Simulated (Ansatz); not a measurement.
The reference is CdSe in the zinc blende structure (space group F-43m, No. 216).

```
CELL_PARAMETERS angstrom
      0.00000     3.04101     3.04101
      3.04101     0.00000     3.04101
      3.04101     3.04101     0.00000
ATOMIC_POSITIONS crystal
  Se 0.75000 0.75000 0.75000
  Cd 0.00000 0.00000 0.00000
```

Levels (all Ansatz, a program for electronic structure, PAW, earlier PAW set): PBEsol (420 eV, no spin-orbit coupling); r2SCAN (500 eV, without spin-orbit coupling).

Its gap is 0.48 eV with PBEsol and 1.09 eV with r2SCAN.

The change: Te takes the place of Se on all its sites; the structure is relaxed again.

With PBEsol the gap becomes 0.65 eV.

### Question
If the r2SCAN correction stayed the same, what would the r2SCAN gap be, and what does the r2SCAN run give?

### Answer
A rigid correction of +0.61 eV gives 1.26 eV. The r2SCAN run gives 1.26 eV, so the two effects roughly add.

Single points use the geometry relaxed with PBEsol. Spin-orbit coupling, missing from the scalar runs, can matter with Te. No phonon test of stability was made.
